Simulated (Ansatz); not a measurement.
Input:

A slab with vacuum along the third vector:

```xyz
8
Lattice="2.9221 0.0000 0.0000 -1.4610 2.5306 0.0000 0.0000 0.0000 26.0000" Properties=species:S:1:pos:R:3 pbc="T T T"
C      1.4610     0.8435     8.2576
W      0.0000     0.0000     9.3505
C      1.4610     0.8435    10.8728
W      0.0000     0.0000    12.2477
C      1.4610     0.8435    13.6966
W      0.0000     0.0000    15.1032
C      1.4610     0.8435    16.5572
W      0.0000     0.0000    17.9145
```

Model: 8-atom slab, C4W4, 10.0 Å thick at the start (thin: gaps and levels are the slab's own), 15x15x1 mesh, Fermi-Dirac 0.1 eV, dipole correction, all atoms relaxed; start symmetry kept, larger cells not searched; no spin, no spin-orbit, no U.

**Question.** Give the surface energy (mean of two unlike faces) at the level PBE (Ansatz, an electronic-structure program).

**Answer.** 4.68 J/m²

**Question.** Estimate the work function of the top face that PBE returns for this input.

**Answer.** 4.98 eV
